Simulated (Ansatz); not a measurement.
Take Ir in the fcc (Cu type) structure (space group Fm-3m, No. 225; a = 3.8118 Å; relaxed with 0.1 eV smearing) as the base. Axes: x, y, z lie along the cube axes.

Method: LDA in Ansatz (plane waves to 420 eV, PAW, no spin-orbit coupling).

Base values:

- Shortest interatomic distance: 2.695 Å

Now apply this change: uniaxial strain ε_zz = −1.00 %, all other strain components held at zero, atoms relaxed at fixed cell.

### Question
What happens to the energy relative to the base?

### Answer
The energy increases by 3.0 meV/atom.

### Question
How does this affect the stress?

### Answer
The stress (xx, yy, zz, yz, xz, xy; compression positive) amounts to (2.8, 2.8, 6.9, 0.0, 0.0, 0.0) GPa.

### Question
What does the calculation give for the shortest interatomic distance after the change?

### Answer
The shortest interatomic distance falls by 0.013 Å, from 2.695 Å to 2.682 Å.

Stability against distortions was not tested. All final runs are without spin polarisation.

Ansatz is a first-principles code.
